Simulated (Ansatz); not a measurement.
An Ansatz (a quantum-chemistry and plane-wave program) run: FeS2 with a change (biaxial strain +3.21 %, plane normal [001], relaxed out of plane); PBEsol, PAW, 420 eV (Ansatz; scalar-relativistic without spin-orbit coupling), earlier PAW set.

Input:

Ansatz 0.2 input:
```yaml
crystal:
  lattice:
    - [4.5076601502, 0, 0]
    - [0, 5.5043456069, 0]
    - [0, 0, 3.2908046523]
  atoms:
    - { symbol: Fe, position: [0.5, 0.5, 0.5] }
    - { symbol: Fe, position: [0, 0, 0] }
    - { symbol: S, position: [0.7071841838, 0.874400404, 0.5] }
    - { symbol: S, position: [0.2071841838, 0.625599596, 0] }
    - { symbol: S, position: [0.7928158162, 0.374400404, 0] }
    - { symbol: S, position: [0.2928158162, 0.125599596, 0.5] }
basis: { ecutwfc: 420, ecutrho_ratio: 4, xc_grid: 2, fft_grid_basis: typed }
kpoints: { mp_grid: { grid: [8, 6, 10] } }
hamiltonian:
  xc: pbesol
  dispersion: none
  pseudopotentials: { azcp: { folder: ./paw }, kind: paw }
scf: { occupations: { method: fermi_dirac, width: 0.05 } }
relax: { f_tol: 0.005, max_steps: 50, cell: { stress_tol: 0.01, fix: [a, b, gamma] } }
output: { forces: true, stress: true }
checkpoint: { write: state.ck, write_every: 1000 }
```

Output (explanatory and most iteration lines left out):

```
Relaxation: its limit of steps is 50 (relax.max_steps)
Pseudopotential: Fe, paw, valence charge 16
Pseudopotential: S, paw, valence charge 6
Crystal: 6 atoms, lattice volume = 81.651 Å³
Basis set: ecut = 420 eV, 1599 PW (Γ), exchange–correlation on 64×80×48 points (8 copies of the dense FFT grid, shifted against one another)
Bands: 34, of which v1, the nominal top of the filled ones, is band 28 counted from 1 (27 counted from 0)
Symmetry: 8 space group operations
Space group: Pnnm (ITA 58), of the structure as read, at distance tolerance 4.3e-5 Å
k-points: 120 of 480
Functional: x = pbesol(κ = 0.804, μ = 0.12345679012345678), c = pbesol(β = 0.046)
SCF iter   1: F=—  HF=-12451.885294 eV  |F-HF|=—  |Δ(HF+E_count)|=         —  Δρ=2.92e-1  dr2=8.75e1  ethr=3.10e-3  ⟨swp⟩=7.9  Hψ=19419  notcnv=0
SCF iter   2: F=—  HF=-12443.901132 eV  |F-HF|=—  |Δ(HF+E_count)|=    7.98e0  Δρ=1.02e-1  dr2=1.43e1  ethr=3.10e-3  ⟨swp⟩=3.5  Hψ=9669  notcnv=0  defer=44
SCF 1 converged in 10 iterations: F = -12441.394581 eV  dr2 = 4.21e-8
relax step   1: F+E_penalty+E_count = -12441.39458079 eV  Δ(F+E_penalty+E_count) = +0.000e0 eV  max|allowed force component| = 7.555e-2 eV/Å  Δτ_max = 0.0000 Å  P = -6.845 GPa  Ω = 81.651 Å³  fix = [a, b, gamma]  reactions: a -8.229, b -12.666 GPa  (10 SCF iters, dr2 threshold 1.00e-7 eV, accepted)
[... steps on the carried basis left out ...]
relax step   5: F+E_penalty+E_count = -12441.39572601 eV  Δ(F+E_penalty+E_count) = +1.027e-6 eV  max|allowed force component| = 7.874e-4 eV/Å  Δτ_max = 0.0003 Å  P = -7.014 GPa  Ω = 81.661 Å³  energy of the carried Pulay correction = -6.173e-6 eV  fix = [a, b, gamma]  reactions: a -8.359, b -12.680 GPa  (6 SCF iters, dr2 threshold 6.44e-10 eV, accepted)
Crystal: 6 atoms, lattice volume = 81.661 Å³
SCF iter   1: F=—  HF=-12441.395744 eV  |F-HF|=—  |Δ(HF+E_count)|=         —  Δρ=1.99e-6  dr2=2.43e-9  ethr=4.06e-7  ⟨swp⟩=3.9  Hψ=32133  notcnv=0
SCF iter   2: F=—  HF=-12441.395735 eV  |F-HF|=—  |Δ(HF+E_count)|=   9.06e-6  Δρ=1.18e-6  dr2=5.99e-10  ethr=4.33e-12  ⟨swp⟩=5.0  Hψ=13373  notcnv=0
SCF 6 converged in 11 iterations: F = -12441.395735 eV  dr2 = 1.09e-16
SCF converged after 11 iterations
Free energy (F): -12441.395735 eV
Internal energy: -12441.395635 eV  (E = F + TS)
E sigma→0 (E₀):  -12441.395685 eV
Entropy (-TS):   -0.000100 eV (-0.017 meV/atom)
Fermi energy:    12.765519 eV
--- Forces (eV/Å), atoms counted from 1 ---
  atom   1  Fe     0.00000000    -0.00000000     0.00000000
  atom   2  Fe     0.00000000     0.00000000    -0.00000000
  atom   3  S      0.00048580    -0.00078604     0.00000000
  atom   4  S      0.00048580     0.00078604     0.00000000
  atom   5  S     -0.00048580    -0.00078604    -0.00000000
  atom   6  S     -0.00048580     0.00078604    -0.00000000
--- Stress (GPa, compression-positive) ---
       -8.362625      -0.000000      -0.000000
       -0.000000     -12.679854       0.000000
       -0.000000       0.000000       0.000882
  P = ⅓ Tr σ = -7.0139 GPa (-70.139 kbar)
--- Relaxed structure (5 steps of the walk, 5 accepted, 1 SCFs on fresh bases) ---
  cell:  # Å, volume = 81.6613 Å³
    - [4.5076601502, 2.860709567678578e-115, 1.0005579180632178e-32]
    - [3.4932389791563434e-115, 5.5043456069, 7.636186868507212e-36]
    - [7.304545023235498e-33, 4.565338201368545e-36, 3.2912404823699912]
  atoms:
    - { symbol: Fe, position: [0.49999999999999994, 0.49999999999999994, 0.5] }
    - { symbol: Fe, position: [-3.407428746862491e-20, 8.2071682533160495e-22, -4.572222938098682e-37] }
    - { symbol: S, position: [0.7059871266208395, 0.8738529351853976, 0.5] }
    - { symbol: S, position: [0.2059871266208395, 0.6261470648146019, 3.76294812127004e-34] }
    - { symbol: S, position: [0.7940128733791603, 0.37385293518539797, -3.845250726752563e-34] }
    - { symbol: S, position: [0.2940128733791605, 0.12614706481460197, 0.5] }
```

Stability against distortions was not tested. The final runs are not spin-polarised. The cell was made from FeS2 (space group Pnnm, No. 58; non-magnetic) by this change: biaxial strain +3.21 %, plane normal [001], relaxed out of plane.
